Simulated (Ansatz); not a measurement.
Results of LDA (Ansatz, a first-principles code, PAW) for Mo3Ge (Pm-3n, No. 223, 8 atoms in the cell; start mp-494).

Run with plane-wave cutoff 520 eV, 12×12×12 k mesh, Fermi–Dirac smearing 0.05 eV, no spin polarisation, scalar-relativistic PAW data made under PBE.

Cell (relaxed at this level):

```yaml
crystal:
  lattice:
    - [4.87750, 0.00000, 0.00000]
    - [0.00000, 4.87750, 0.00000]
    - [0.00000, 0.00000, 4.87750]
  atoms:
    - { symbol: Ge, position: [0.00000, 0.00000, 0.00000] }
    - { symbol: Ge, position: [0.50000, 0.50000, 0.50000] }
    - { symbol: Mo, position: [0.25000, 0.00000, 0.50000] }
    - { symbol: Mo, position: [0.75000, 0.00000, 0.50000] }
    - { symbol: Mo, position: [0.50000, 0.75000, 0.00000] }
    - { symbol: Mo, position: [0.50000, 0.25000, 0.00000] }
    - { symbol: Mo, position: [0.00000, 0.50000, 0.75000] }
    - { symbol: Mo, position: [0.00000, 0.50000, 0.25000] }
```

**Question.** Estimate the bulk modulus that the calculation returns.

**Answer.** 
- bulk modulus: 269 GPa

Note: the run has no spin polarisation, so it can have missed a magnetic state; the bulk modulus is −V dP/dV from two relaxed cells at ±2 % in volume; the relaxation could not lower the start's symmetry, so the cell can be a saddle point above a distorted one.

Static lattice: no zero-point or thermal effects.

A start named mp-… is a Materials Project structure, which need not be a measured phase.
